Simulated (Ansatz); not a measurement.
**Phonon-limited transport in NbIr$_{3}$ (Pm-3m)**

Input:

```
Ir3Nb
1.0
    3.88139     0.00000     0.00000
    0.00000     3.88139     0.00000
    0.00000     0.00000     3.88139
Nb Ir
1 3
Direct
  0.00000   0.00000   0.00000
  0.50000   0.50000   0.00000
  0.00000   0.50000   0.50000
  0.50000   0.00000   0.50000
```

The numbers are results of PBEsol, DFPT electron-phonon coupling, linearised Boltzmann equation (plane waves, PAW, scalar-relativistic; Ansatz, a quantum-chemistry and plane-wave program), not measurements. Cell: relaxed with this functional, without spin-orbit coupling.

| Quantity | Value |
|---|---|
| resistivity at 300 K | 7.7 μΩ·cm |
| resistivity at 77 K | 0.94 μΩ·cm |
| electron mean free path at 300 K (weighted by the current that each state carries) | 18.9 nm |
| electron-phonon coupling λ | 0.22 |
| transport coupling λ_tr | 0.21 |
| logarithmic mean phonon energy | 19.1 meV |
| density of states at the Fermi level | 0.65 states/(eV·spin·cell) |
| Drude plasma energy | 5.6 eV |
| Hall coefficient at 300 K | 53 ×10⁻¹¹ m³/C |
| Tc for μ* = 0.10 (anisotropic Eliashberg) | below 1 K |
| Tc for μ* = 0.13 (anisotropic Eliashberg) | below 1 K |

A metal at this level (no band gap). Only scattering by harmonic phonons is included (no impurities, grain boundaries, electron-electron scattering or thermal expansion). Spin-orbit coupling is left out, which matters with elements this heavy. Halving the electron mesh (24x24x24) moves the resistivity by up to 10 % at 300 K, the mean free path by up to 8 %, the coupling by up to 5 %. Smearing 0.20 eV; phonons on a 4x4x4 q mesh, which this run doesn't test and which matters most at low temperature. Tc comes from the anisotropic Migdal-Eliashberg equations with μ*, a chosen number, referred to 19.8 meV.

Formula and space group known from diffraction (Crystallography Open Database), not checked to be the room-temperature form: NbIr3 (Pm-3m).
